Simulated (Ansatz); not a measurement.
Band structure of AlInCu₂S₄ (I-4, 8 atoms in the cell).

```
AlIn(CuS2)2
1.0
   -2.73720     2.73720     5.42069
    2.73720    -2.73720     5.42069
    2.73720     2.73720    -5.42069
Al In Cu S
1 1 2 4
Direct
  0.75000   0.25000   0.50000
  0.50000   0.50000   0.00000
  0.25000   0.75000   0.50000
  0.00000   0.00000   0.00000
  0.09857   0.10932   0.47431
  0.89068   0.36499   0.98925
  0.63501   0.62426   0.52569
  0.37574   0.90143   0.01075
```

Computed with LDA (PW92), PAW files made with PBE (plane waves; Ansatz, a quantum-chemistry and plane-wave program).

Settings: kpoints.mp_grid.grid = 5 5 5; hamiltonian.xc = lda; hamiltonian.pseudopotentials = {kind: paw} (the program's default PAW files); scf.occupations.method = fermi_dirac; scf.occupations.width = 0.05 eV; kpoints.band_path.npoints = 8.

The starting cell comes from a database of computed structures (which also holds hypothetical and non-ambient phases and stackings), without a prior relaxation at this level.

**Question.** Predict the gap along the standard path and the places of the band edges.

**Answer.** The gap along the path is 0.61 eV, direct at Γ to within 0.01 eV.

Levels in eV from the top of the valence band on the path, bands 36 to 43:
```tsv
point	36	37	38	39	40	41	42	43
Γ	-1.25	-0.05	-0.05	0.00	0.61	2.20	2.88	4.20
X	-0.66	-0.48	-0.36	-0.24	1.37	2.43	3.59	3.91
Y	-0.68	-0.59	-0.48	-0.38	1.58	2.63	3.84	4.22
S	-1.08	-0.84	-0.63	-0.27	2.14	2.64	3.48	3.87
Z	-0.94	-0.85	-0.66	-0.66	1.84	2.17	2.17	3.06
S1	-1.08	-0.84	-0.63	-0.27	2.14	2.64	3.48	3.87
N	-0.95	-0.92	-0.81	-0.26	2.18	3.44	3.72	4.28
P	-0.65	-0.61	-0.49	-0.28	1.66	2.94	3.19	3.65
Y1	-0.68	-0.59	-0.48	-0.38	1.58	2.63	3.84	4.22
```

Keys are those of Ansatz 0.2.
